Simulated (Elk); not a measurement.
**Worked example: self-consistent single point of MgTl (Pm-3m, 2 atoms in the cell) in Elk**

Level of theory: Elk with PBEsol, all-electron FP-LAPW, Elk's shipped species files, LAPW+lo basis.

Input:

```
tasks
  0

xctype
  22

rgkmax
  7.5

gmaxvr
  16.0

nxoapwlo
  1

stype
  0

swidth
  0.00999582

scale
  6.874445696

avec
    1.0000000000    0.0000000000    0.0000000000
    0.0000000000    1.0000000000    0.0000000000
    0.0000000000    0.0000000000    1.0000000000

atoms
  2   : nspecies
  'Mg.in'   : spfname
  1   : natoms; atposl, bfcmt below
  0.0000000000  0.0000000000  0.0000000000    0.0 0.0 0.0
  'Tl.in'   : spfname
  1   : natoms; atposl, bfcmt below
  0.5000000000  0.5000000000  0.5000000000    0.0 0.0 0.0

ngridk
  7 7 7
```

Log, with long lists cut:

```
│ Elk code version 10.2.4 │

All units are atomic (Hartree, Bohr, etc.)

│ Ground-state run starting from atomic densities │

Lattice vectors :
   6.874445696       0.000000000       0.000000000
   0.000000000       6.874445696       0.000000000
   0.000000000       0.000000000       6.874445696

Unit cell volume      :    324.8725796
Brillouin zone volume :   0.7635307779

Muffin-tin inner radius fraction :   0.1000000000E-01

Nuclei treated as point charges

Species :    1 (Mg)
 parameters loaded from : Mg.in
 name : magnesium
 nuclear charge    :   -12.00000000
 electronic charge :    12.00000000
 atomic mass :    44305.30462
 muffin-tin radius :    2.200000000
 number of radial points in muffin-tin :    397
 atomic positions (lattice), magnetic fields (Cartesian) :
   1 :   0.00000000  0.00000000  0.00000000    0.00000000  0.00000000  0.00000000

Species :    2 (Tl)
 parameters loaded from : Tl.in
 name : thallium
 nuclear charge    :   -81.00000000
 electronic charge :    81.00000000
 atomic mass :    372567.9640
 muffin-tin radius :    2.800000000
 number of radial points in muffin-tin :    697
 atomic positions (lattice), magnetic fields (Cartesian) :
   1 :   0.50000000  0.50000000  0.50000000    0.00000000  0.00000000  0.00000000

Total number of atoms per unit cell :    2

Spin treatment :
 spin-unpolarised

Number of Bravais lattice symmetries :   48
Number of crystal symmetries         :   48
Crystal has inversion symmetry
Real symmetric eigensolver will be used

k-point grid :      7     7     7
k-point offset :    0.000000000       0.000000000       0.000000000
k-point set is reduced with full crystal symmetry group
Total number of k-points :       20

Muffin-tin radius times maximum |G+k| :    7.500000000
 using average radius
Maximum |G+k| for APW functions       :    3.000000000
Maximum (1/2)|G+k|²                   :    4.500000000
Maximum |G| for potential and density :    16.00000000
 potential will be trimmed for |G| > 2 gkmax
Constant for pseudocharge density :   11
Radial integration step length :    4

G-vector grid sizes :     36    36    36
Number of G-vectors :    22575

Maximum angular momentum used for
 APW functions                      :    8
 outer part of muffin-tin           :    6
 inner part of muffin-tin           :    1

Total nuclear charge    :   -93.00000000
Total core charge       :    64.00000000
Total valence charge    :    29.00000000
Total excess charge     :    0.000000000
Total electronic charge :    93.00000000

Effective Wigner radius, rₛ :   0.9412691675

Number of empty states         :    8
Total number of valence states :   23
Total number of core states    :   64

Total number of local-orbitals :   25

Exchange-correlation functional :     22     0     0
 PBEsol, Phys. Rev. Lett. 100, 136406 (2008)
 gradient requirement :    1
 generalised gradient approximation (GGA)

Smearing type :    0
 Gaussian
Smearing width :   0.9995820000E-02
Effective electronic temperature (K) :    3156.430308

Mixing type :    3
 Broyden mixing, J. Phys. A: Math. Gen. 17, L317 (1984)

Kohn-Sham potential initialised from atomic data

│ Self-consistent loop started │
│ Loop number : 1 │
 total energy                :     -20480.8596658
│ Loop number : 2 │
 total energy                :     -20481.0383004
RMS change in Kohn-Sham potential (target) :   0.5853003089     (  0.1000000000E-05)
Absolute change in total energy (target)   :   0.1786346346     (  0.1000000000E-03)
│ Loop number : 3 │
 total energy                :     -20481.2698325
RMS change in Kohn-Sham potential (target) :   0.4901837837     (  0.1000000000E-05)
Absolute change in total energy (target)   :   0.2761907696     (  0.1000000000E-03)
│ Loop number : 4 │
 total energy                :     -20482.2404912
RMS change in Kohn-Sham potential (target) :   0.2158449231     (  0.1000000000E-05)
Absolute change in total energy (target)   :    1.039706420     (  0.1000000000E-03)
│ Loop number : 5 │
 total energy                :     -20482.7961149
RMS change in Kohn-Sham potential (target) :   0.6605038186E-01 (  0.1000000000E-05)
Absolute change in total energy (target)   :   0.8155502827     (  0.1000000000E-03)
│ Loop number : 6 │
 total energy                :     -20483.0030740
RMS change in Kohn-Sham potential (target) :   0.1548167712E-01 (  0.1000000000E-05)
Absolute change in total energy (target)   :   0.4108466496     (  0.1000000000E-03)
│ Loop number : 7 │
 total energy                :     -20483.0674465
RMS change in Kohn-Sham potential (target) :   0.6091435320E-03 (  0.1000000000E-05)
Absolute change in total energy (target)   :   0.1670841734     (  0.1000000000E-03)
│ Loop number : 8 │
 total energy                :     -20483.0707830
RMS change in Kohn-Sham potential (target) :   0.3389876399E-03 (  0.1000000000E-05)
Absolute change in total energy (target)   :   0.4510751066E-01 (  0.1000000000E-03)
│ Loop number : 9 │
 total energy                :     -20483.0706314
RMS change in Kohn-Sham potential (target) :   0.2990692081E-04 (  0.1000000000E-05)
Absolute change in total energy (target)   :   0.1112535987E-01 (  0.1000000000E-03)
│ Loop number : 10 │
 total energy                :     -20483.0707278
RMS change in Kohn-Sham potential (target) :   0.7999801046E-05 (  0.1000000000E-05)
Absolute change in total energy (target)   :   0.2877742329E-02 (  0.1000000000E-03)
│ Loop number : 11 │
 total energy                :     -20483.0705124
RMS change in Kohn-Sham potential (target) :   0.2968918299E-05 (  0.1000000000E-05)
Absolute change in total energy (target)   :   0.5039544194E-03 (  0.1000000000E-03)
│ Loop number : 12 │
 total energy                :     -20483.0703577
RMS change in Kohn-Sham potential (target) :   0.5585446411E-06 (  0.1000000000E-05)
Absolute change in total energy (target)   :   0.2869758100E-04 (  0.1000000000E-03)
Convergence targets achieved

│ Loop number : 13 │

Energies :
 Fermi                       :     0.201134457580
 sum of eigenvalues          :     -12629.6264683
 electron kinetic            :      23705.6865519
 core electron kinetic       :      23410.0355197
 Coulomb                     :     -43796.2308961
 Coulomb potential           :     -35818.5357368
 nuclear-nuclear             :     -1273.30456903
 electron-nuclear            :     -49227.3169174
 Hartree                     :      6704.39059029
 Madelung                    :     -25886.9630277
 xc potential                :     -516.777283397
 exchange                    :     -386.458181054
 correlation                 :     -6.06781295874
 total energy                :     -20483.0703382

Density of states at Fermi energy :    22.54956480
 (states/Hartree/unit cell)

Estimated indirect band gap :   0.1274757183E-01
 from k-point     15 to k-point      5
Estimated direct band gap   :   0.7855447742E-01
 at k-point     20

Charges :
 core                        :    64.00000000
 valence                     :    29.00000000
 interstitial                :    2.848457425
 muffin-tins (core leakage)
  species :    1 (Mg)
   atom    1                 :    10.42127000     (   0.000000000    )
  species :    2 (Tl)
   atom    1                 :    79.73027257     (  0.3718044717E-04)
 total in muffin-tins        :    90.15154258
 total calculated charge     :    92.99365945
 total charge                :    93.00000000
 error                       :   0.6340552898E-02

│ Self-consistent loop stopped │
```

The run converged in 13 iterations. The count includes the last loop, which Elk runs after its targets are met.

The starting cell comes from a database of computed structures (which also holds hypothetical and non-ambient phases and stackings), without a prior relaxation at this level. Spin-orbit coupling is off. Values depend on the basis (sphere radii, cutoffs, local orbitals), which need not be converged. The log's line on a gap gives a spacing of levels on this mesh, which the program prints for metals too.
